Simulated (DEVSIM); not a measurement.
Device: Schottky contact on n-type GaSb, at 400 K.

Layer 1 from the left is GaSb, thickness (μm) 4.80, Nd (cm⁻³) 1.1e16, τn (s) 3.2e-8, τp (s) 3.2e-8.

Left contact: Schottky, work function 4.54 eV, emission velocity 3.5e6 cm/s. Right contact: ohmic. Voltage is applied to the left contact. Recombination: SRH at mid-gap, radiative, Auger. Mobility is μmin + (μ − μmin)/(1 + (N/Nref)^α).

The device is made up for the run: typed textbook-type constants, with dimensions and the other settings drawn at random. Values at 300 K; Nc and Nv go as T^1.5, mobilities as T to minus their exponent, the gap by Varshni's rule with the affinity fixed.

GaSb: gap (eV) 0.726, affinity (eV) 4.06, permittivity 15.7, Nc (cm⁻³) 2.1e17, Nv (cm⁻³) 1.8e19, μn (cm²/Vs) 5000, μp (cm²/Vs) 850, μn,min 1000, μp,min 190, Nref,n 2.8e17, Nref,p 9e17, αn 1.05, αp 0.65, T exponent of μn 2, T exponent of μp 1.7, B (cm³/s) 1e-10, Cn (cm⁶/s) 5e-30, Cp (cm⁶/s) 5e-30, Varshni α (eV/K) 0.00042, Varshni β (K) 140.

Task: Estimate by hand the built-in potential, the peak field at zero bias, the capacitance at -1.5 V, and compare with a numerical solution.

Result: 
- Built-in potential: barrier φB = 0.480 eV; Vbi = φB − kT/q ln(N_band/N) = 0.363 V; numerical 0.363 V.
- Peak field at zero bias: depletion approximation: W = √(2εVbi/(qN)) = 0.239 μm with N = 1.10e16 cm⁻³; field = 2Vbi/W = 30400 V/cm; numerical 36600 V/cm (estimate below by 17 %).
- Capacitance at -1.5 V: C = √(qεN / 2(Vbi + |V|)) = 25.6 nF/cm²; numerical 24.5 nF/cm² (estimate above by 4.6 %).

Simulated with DEVSIM: 1D drift-diffusion, Boltzmann statistics, complete ionisation; no tunnelling, impact ionisation, image-force lowering or self-heating. Metal contacts follow the ideal Schottky-Mott rule: no Fermi-level pinning, no interface dipoles.
